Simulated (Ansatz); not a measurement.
Electronic density of states of amorphous Si₂₀Zr₄O₄₈, density 2.80 g/cm³, on a 2×2×2 Γ-centred mesh with a Gaussian width of 0.1 eV; energies count from the Fermi level, whose place inside the gap is arbitrary. Cell and mesh are small, so fine structure isn't converged. Calculation: PBE, scalar-relativistic without spin-orbit coupling (plane waves to 420 eV, PAW; Ansatz, a quantum-chemistry and plane-wave program). Sampling: a 2×2×2 Γ-centred mesh; Fermi-Dirac width 0.02 eV; no spin polarisation. At PBE the levels at both edges of the gap are localised (band-tail or defect states), and the nearest spread-out levels lie 5.0 eV apart at the zone centre.

The cell was made by melting and quenching with the CHGNet potential and then relaxed with DFT. O atoms were pushed apart under 1.9 Å during the dynamics, to hinder bonds among them. The hot cell started wider than the set density and was brought back towards it in steps. It is the lowest in DFT energy of 2 quenches. It is a model cell: composition and starting density were chosen by hand, and all elements were melted together. No dispersion term was used. Its density started from a set value of 2.75 and ended at 2.80 g/cm³. Cooling (nominally 470 K/ps over its main leg) ran many orders faster than in experiment, which tends to leave more defects and strain. A cell of this size samples the disorder only roughly. Volume and shape were free in the relaxation.

```json
[
 {"E - EF (eV)": "-12.00", "states/(eV atom)": "0.00"},
 {"E - EF (eV)": "-11.90", "states/(eV atom)": "0.00"},
 {"E - EF (eV)": "-11.80", "states/(eV atom)": "0.00"},
 {"E - EF (eV)": "-11.70", "states/(eV atom)": "0.00"},
 {"E - EF (eV)": "-11.60", "states/(eV atom)": "0.01"},
 {"E - EF (eV)": "-11.50", "states/(eV atom)": "0.07"},
 {"E - EF (eV)": "-11.40", "states/(eV atom)": "0.12"},
 {"E - EF (eV)": "-11.30", "states/(eV atom)": "0.13"},
 {"E - EF (eV)": "-11.20", "states/(eV atom)": "0.12"},
 {"E - EF (eV)": "-11.10", "states/(eV atom)": "0.08"},
 {"E - EF (eV)": "-11.00", "states/(eV atom)": "0.06"},
 {"E - EF (eV)": "-10.90", "states/(eV atom)": "0.09"},
 {"E - EF (eV)": "-10.80", "states/(eV atom)": "0.12"},
 {"E - EF (eV)": "-10.70", "states/(eV atom)": "0.16"},
 {"E - EF (eV)": "-10.60", "states/(eV atom)": "0.13"},
 {"E - EF (eV)": "-10.50", "states/(eV atom)": "0.14"},
 {"E - EF (eV)": "-10.40", "states/(eV atom)": "0.19"},
 {"E - EF (eV)": "-10.30", "states/(eV atom)": "0.16"},
 {"E - EF (eV)": "-10.20", "states/(eV atom)": "0.15"},
 {"E - EF (eV)": "-10.10", "states/(eV atom)": "0.18"},
 {"E - EF (eV)": "-10.00", "states/(eV atom)": "0.16"},
 {"E - EF (eV)": "-9.90", "states/(eV atom)": "0.15"},
 {"E - EF (eV)": "-9.80", "states/(eV atom)": "0.16"},
 {"E - EF (eV)": "-9.70", "states/(eV atom)": "0.15"},
 {"E - EF (eV)": "-9.60", "states/(eV atom)": "0.16"},
 {"E - EF (eV)": "-9.50", "states/(eV atom)": "0.22"},
 {"E - EF (eV)": "-9.40", "states/(eV atom)": "0.26"},
 {"E - EF (eV)": "-9.30", "states/(eV atom)": "0.20"},
 {"E - EF (eV)": "-9.20", "states/(eV atom)": "0.16"},
 {"E - EF (eV)": "-9.10", "states/(eV atom)": "0.17"},
 {"E - EF (eV)": "-9.00", "states/(eV atom)": "0.18"},
 {"E - EF (eV)": "-8.90", "states/(eV atom)": "0.15"},
 {"E - EF (eV)": "-8.80", "states/(eV atom)": "0.17"},
 {"E - EF (eV)": "-8.70", "states/(eV atom)": "0.19"},
 {"E - EF (eV)": "-8.60", "states/(eV atom)": "0.24"},
 {"E - EF (eV)": "-8.50", "states/(eV atom)": "0.22"},
 {"E - EF (eV)": "-8.40", "states/(eV atom)": "0.19"},
 {"E - EF (eV)": "-8.30", "states/(eV atom)": "0.17"},
 {"E - EF (eV)": "-8.20", "states/(eV atom)": "0.18"},
 {"E - EF (eV)": "-8.10", "states/(eV atom)": "0.31"},
 {"E - EF (eV)": "-8.00", "states/(eV atom)": "0.38"},
 {"E - EF (eV)": "-7.90", "states/(eV atom)": "0.42"},
 {"E - EF (eV)": "-7.80", "states/(eV atom)": "0.39"},
 {"E - EF (eV)": "-7.70", "states/(eV atom)": "0.38"},
 {"E - EF (eV)": "-7.60", "states/(eV atom)": "0.31"},
 {"E - EF (eV)": "-7.50", "states/(eV atom)": "0.28"},
 {"E - EF (eV)": "-7.40", "states/(eV atom)": "0.32"},
 {"E - EF (eV)": "-7.30", "states/(eV atom)": "0.32"},
 {"E - EF (eV)": "-7.20", "states/(eV atom)": "0.31"},
 {"E - EF (eV)": "-7.10", "states/(eV atom)": "0.34"},
 {"E - EF (eV)": "-7.00", "states/(eV atom)": "0.33"},
 {"E - EF (eV)": "-6.90", "states/(eV atom)": "0.33"},
 {"E - EF (eV)": "-6.80", "states/(eV atom)": "0.41"},
 {"E - EF (eV)": "-6.70", "states/(eV atom)": "0.46"},
 {"E - EF (eV)": "-6.60", "states/(eV atom)": "0.48"},
 {"E - EF (eV)": "-6.50", "states/(eV atom)": "0.54"},
 {"E - EF (eV)": "-6.40", "states/(eV atom)": "0.46"},
 {"E - EF (eV)": "-6.30", "states/(eV atom)": "0.42"},
 {"E - EF (eV)": "-6.20", "states/(eV atom)": "0.38"},
 {"E - EF (eV)": "-6.10", "states/(eV atom)": "0.36"},
 {"E - EF (eV)": "-6.00", "states/(eV atom)": "0.35"},
 {"E - EF (eV)": "-5.90", "states/(eV atom)": "0.49"},
 {"E - EF (eV)": "-5.80", "states/(eV atom)": "0.53"},
 {"E - EF (eV)": "-5.70", "states/(eV atom)": "0.53"},
 {"E - EF (eV)": "-5.60", "states/(eV atom)": "0.51"},
 {"E - EF (eV)": "-5.50", "states/(eV atom)": "0.47"},
 {"E - EF (eV)": "-5.40", "states/(eV atom)": "0.54"},
 {"E - EF (eV)": "-5.30", "states/(eV atom)": "0.58"},
 {"E - EF (eV)": "-5.20", "states/(eV atom)": "0.56"},
 {"E - EF (eV)": "-5.10", "states/(eV atom)": "0.62"},
 {"E - EF (eV)": "-5.00", "states/(eV atom)": "0.71"},
 {"E - EF (eV)": "-4.90", "states/(eV atom)": "0.72"},
 {"E - EF (eV)": "-4.80", "states/(eV atom)": "0.67"},
 {"E - EF (eV)": "-4.70", "states/(eV atom)": "0.73"},
 {"E - EF (eV)": "-4.60", "states/(eV atom)": "0.81"},
 {"E - EF (eV)": "-4.50", "states/(eV atom)": "0.85"},
 {"E - EF (eV)": "-4.40", "states/(eV atom)": "0.86"},
 {"E - EF (eV)": "-4.30", "states/(eV atom)": "0.87"},
 {"E - EF (eV)": "-4.20", "states/(eV atom)": "0.89"},
 {"E - EF (eV)": "-4.10", "states/(eV atom)": "0.84"},
 {"E - EF (eV)": "-4.00", "states/(eV atom)": "0.80"},
 {"E - EF (eV)": "-3.90", "states/(eV atom)": "0.81"},
 {"E - EF (eV)": "-3.80", "states/(eV atom)": "0.87"},
 {"E - EF (eV)": "-3.70", "states/(eV atom)": "0.88"},
 {"E - EF (eV)": "-3.60", "states/(eV atom)": "0.80"},
 {"E - EF (eV)": "-3.50", "states/(eV atom)": "0.78"},
 {"E - EF (eV)": "-3.40", "states/(eV atom)": "0.80"},
 {"E - EF (eV)": "-3.30", "states/(eV atom)": "0.74"},
 {"E - EF (eV)": "-3.20", "states/(eV atom)": "0.78"},
 {"E - EF (eV)": "-3.10", "states/(eV atom)": "0.81"},
 {"E - EF (eV)": "-3.00", "states/(eV atom)": "0.78"},
 {"E - EF (eV)": "-2.90", "states/(eV atom)": "0.79"},
 {"E - EF (eV)": "-2.80", "states/(eV atom)": "0.69"},
 {"E - EF (eV)": "-2.70", "states/(eV atom)": "0.74"},
 {"E - EF (eV)": "-2.60", "states/(eV atom)": "0.74"},
 {"E - EF (eV)": "-2.50", "states/(eV atom)": "0.59"},
 {"E - EF (eV)": "-2.40", "states/(eV atom)": "0.52"},
 {"E - EF (eV)": "-2.30", "states/(eV atom)": "0.43"},
 {"E - EF (eV)": "-2.20", "states/(eV atom)": "0.21"},
 {"E - EF (eV)": "-2.10", "states/(eV atom)": "0.03"},
 {"E - EF (eV)": "-2.00", "states/(eV atom)": "0.00"},
 {"E - EF (eV)": "-1.90", "states/(eV atom)": "0.00"},
 {"E - EF (eV)": "-1.80", "states/(eV atom)": "0.00"},
 {"E - EF (eV)": "-1.70", "states/(eV atom)": "0.00"},
 {"E - EF (eV)": "-1.60", "states/(eV atom)": "0.00"},
 {"E - EF (eV)": "-1.50", "states/(eV atom)": "0.00"},
 {"E - EF (eV)": "-1.40", "states/(eV atom)": "0.00"},
 {"E - EF (eV)": "-1.30", "states/(eV atom)": "0.00"},
 {"E - EF (eV)": "-1.20", "states/(eV atom)": "0.00"},
 {"E - EF (eV)": "-1.10", "states/(eV atom)": "0.00"},
 {"E - EF (eV)": "-1.00", "states/(eV atom)": "0.00"},
 {"E - EF (eV)": "-0.90", "states/(eV atom)": "0.00"},
 {"E - EF (eV)": "-0.80", "states/(eV atom)": "0.00"},
 {"E - EF (eV)": "-0.70", "states/(eV atom)": "0.00"},
 {"E - EF (eV)": "-0.60", "states/(eV atom)": "0.00"},
 {"E - EF (eV)": "-0.50", "states/(eV atom)": "0.00"},
 {"E - EF (eV)": "-0.40", "states/(eV atom)": "0.00"},
 {"E - EF (eV)": "-0.30", "states/(eV atom)": "0.00"},
 {"E - EF (eV)": "-0.20", "states/(eV atom)": "0.00"},
 {"E - EF (eV)": "-0.10", "states/(eV atom)": "0.00"},
 {"E - EF (eV)": "0.00", "states/(eV atom)": "0.00"},
 {"E - EF (eV)": "0.10", "states/(eV atom)": "0.00"},
 {"E - EF (eV)": "0.20", "states/(eV atom)": "0.00"},
 {"E - EF (eV)": "0.30", "states/(eV atom)": "0.00"},
 {"E - EF (eV)": "0.40", "states/(eV atom)": "0.00"},
 {"E - EF (eV)": "0.50", "states/(eV atom)": "0.00"},
 {"E - EF (eV)": "0.60", "states/(eV atom)": "0.00"},
 {"E - EF (eV)": "0.70", "states/(eV atom)": "0.00"},
 {"E - EF (eV)": "0.80", "states/(eV atom)": "0.00"},
 {"E - EF (eV)": "0.90", "states/(eV atom)": "0.00"},
 {"E - EF (eV)": "1.00", "states/(eV atom)": "0.00"},
 {"E - EF (eV)": "1.10", "states/(eV atom)": "0.00"},
 {"E - EF (eV)": "1.20", "states/(eV atom)": "0.00"},
 {"E - EF (eV)": "1.30", "states/(eV atom)": "0.00"},
 {"E - EF (eV)": "1.40", "states/(eV atom)": "0.00"},
 {"E - EF (eV)": "1.50", "states/(eV atom)": "0.00"},
 {"E - EF (eV)": "1.60", "states/(eV atom)": "0.00"},
 {"E - EF (eV)": "1.70", "states/(eV atom)": "0.00"},
 {"E - EF (eV)": "1.80", "states/(eV atom)": "0.00"},
 {"E - EF (eV)": "1.90", "states/(eV atom)": "0.00"},
 {"E - EF (eV)": "2.00", "states/(eV atom)": "0.00"},
 {"E - EF (eV)": "2.10", "states/(eV atom)": "0.03"},
 {"E - EF (eV)": "2.20", "states/(eV atom)": "0.13"},
 {"E - EF (eV)": "2.30", "states/(eV atom)": "0.11"},
 {"E - EF (eV)": "2.40", "states/(eV atom)": "0.10"},
 {"E - EF (eV)": "2.50", "states/(eV atom)": "0.24"},
 {"E - EF (eV)": "2.60", "states/(eV atom)": "0.27"},
 {"E - EF (eV)": "2.70", "states/(eV atom)": "0.33"},
 {"E - EF (eV)": "2.80", "states/(eV atom)": "0.33"},
 {"E - EF (eV)": "2.90", "states/(eV atom)": "0.23"},
 {"E - EF (eV)": "3.00", "states/(eV atom)": "0.19"},
 {"E - EF (eV)": "3.10", "states/(eV atom)": "0.18"},
 {"E - EF (eV)": "3.20", "states/(eV atom)": "0.20"},
 {"E - EF (eV)": "3.30", "states/(eV atom)": "0.24"},
 {"E - EF (eV)": "3.40", "states/(eV atom)": "0.25"},
 {"E - EF (eV)": "3.50", "states/(eV atom)": "0.19"},
 {"E - EF (eV)": "3.60", "states/(eV atom)": "0.24"},
 {"E - EF (eV)": "3.70", "states/(eV atom)": "0.34"},
 {"E - EF (eV)": "3.80", "states/(eV atom)": "0.29"},
 {"E - EF (eV)": "3.90", "states/(eV atom)": "0.17"},
 {"E - EF (eV)": "4.00", "states/(eV atom)": "0.19"},
 {"E - EF (eV)": "4.10", "states/(eV atom)": "0.24"},
 {"E - EF (eV)": "4.20", "states/(eV atom)": "0.21"},
 {"E - EF (eV)": "4.30", "states/(eV atom)": "0.18"},
 {"E - EF (eV)": "4.40", "states/(eV atom)": "0.15"},
 {"E - EF (eV)": "4.50", "states/(eV atom)": "0.13"},
 {"E - EF (eV)": "4.60", "states/(eV atom)": "0.16"},
 {"E - EF (eV)": "4.70", "states/(eV atom)": "0.18"},
 {"E - EF (eV)": "4.80", "states/(eV atom)": "0.16"},
 {"E - EF (eV)": "4.90", "states/(eV atom)": "0.19"},
 {"E - EF (eV)": "5.00", "states/(eV atom)": "0.21"},
 {"E - EF (eV)": "5.10", "states/(eV atom)": "0.22"},
 {"E - EF (eV)": "5.20", "states/(eV atom)": "0.25"},
 {"E - EF (eV)": "5.30", "states/(eV atom)": "0.26"},
 {"E - EF (eV)": "5.40", "states/(eV atom)": "0.26"},
 {"E - EF (eV)": "5.50", "states/(eV atom)": "0.26"},
 {"E - EF (eV)": "5.60", "states/(eV atom)": "0.22"},
 {"E - EF (eV)": "5.70", "states/(eV atom)": "0.18"},
 {"E - EF (eV)": "5.80", "states/(eV atom)": "0.29"},
 {"E - EF (eV)": "5.90", "states/(eV atom)": "0.37"},
 {"E - EF (eV)": "6.00", "states/(eV atom)": "0.38"}
]
```

The gap between localised states on this mesh is 4.44 eV; the broadening fills part of it in the curve.
